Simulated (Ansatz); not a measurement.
CuI: response to strain

Consider CuI in the zinc blende structure (space group F-43m, No. 216).

```
CuI
1.0
    0.00000     2.93094     2.93094
    2.93094     0.00000     2.93094
    2.93094     2.93094     0.00000
Cu I
1 1
Direct
  0.00000   0.00000   0.00000
  0.25000   0.25000   0.25000
```

Cartesian axes are those of the cell as printed.

Strains are applied to the cell and any free atomic positions relax; under biaxial strain the out-of-plane vector relaxes too.

All numbers come from LDA (Ansatz, an electronic-structure program), no SOC.

| case | electron mass | band gap | ratio −ε⊥/ε∥ |
|---|---|---|---|
| base | 0.14 mₑ (at Γ) | 1.22 eV | – |
| biaxial strain −2.50 %, plane normal [111], relaxed out of plane | 0.12 mₑ out of plane, 0.15 mₑ in plane (at Γ) | 1.24 eV | 0.88 |
| biaxial strain −2.08 %, plane normal [111], relaxed out of plane | 0.12 mₑ out of plane, 0.15 mₑ in plane (at Γ) | 1.24 eV | 0.87 |
| biaxial strain −1.25 %, plane normal [111], relaxed out of plane | 0.13 mₑ out of plane, 0.14 mₑ in plane (at Γ) | 1.24 eV | 0.85 |
| biaxial strain −0.83 %, plane normal [111], relaxed out of plane | 0.13 mₑ out of plane, 0.14 mₑ in plane (at Γ) | 1.24 eV | 0.85 |
| biaxial strain −0.42 %, plane normal [111], relaxed out of plane | 0.14 mₑ (at Γ) | 1.23 eV | – |
| biaxial strain +0.42 %, plane normal [111], relaxed out of plane | 0.14 mₑ (at Γ) | 1.20 eV | – |
| biaxial strain +0.83 %, plane normal [111], relaxed out of plane | 0.14 mₑ out of plane, 0.13 mₑ in plane (at Γ) | 1.17 eV | 0.83 |
| biaxial strain +1.25 %, plane normal [111], relaxed out of plane | 0.15 mₑ out of plane, 0.13 mₑ in plane (at Γ) | 1.15 eV | 0.82 |
| biaxial strain +2.08 %, plane normal [111], relaxed out of plane | 0.15 mₑ out of plane, 0.13 mₑ in plane (at Γ) | 1.10 eV | 0.80 |

Spin-orbit coupling, missing from the scalar runs, can matter with I. Masses are band curvatures over ±0.01 Å⁻¹ around the edge. Whether these cells are dynamically stable was not tested. All final runs are without spin polarisation.
